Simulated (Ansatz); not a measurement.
Consider the following.

End structure of a constructed model of the (0001) surface of hcp Mg, a pseudomorphic layer of Al in the host's stacking (bottom of the slab: a bare face, its two planes held):

```yaml
crystal:
  lattice:
    - [3.19902, 0.00000, 0.00000]
    - [-1.59951, 2.77043, 0.00000]
    - [0.00000, 0.00000, 31.00000]
  atoms:
    - { symbol: Mg, position: [0.66667, 0.33333, 0.25852] }
    - { symbol: Mg, position: [0.33333, 0.66667, 0.34206] }
    - { symbol: Mg, position: [0.66667, 0.33333, 0.42622] }
    - { symbol: Mg, position: [0.33333, 0.66667, 0.50968] }
    - { symbol: Mg, position: [0.66667, 0.33333, 0.59330] }
    - { symbol: Mg, position: [0.33333, 0.66667, 0.67654] }
    - { symbol: Al, position: [0.66667, 0.33333, 0.75337] }
```

Slab: 7 atoms, 15.0 Å thick at the start; k 13x13x1, smearing 0.1 eV, dipole-corrected; 2 atoms held, the rest relaxed; held to the start's symmetry, so lower structures may exist; no spin, no spin-orbit, no U. It is one candidate, not shown to be the stable structure of the face.

Problem. What work function of the top face does PBE in Ansatz (a program for electronic structure) give?

Solution. 4.20 eV
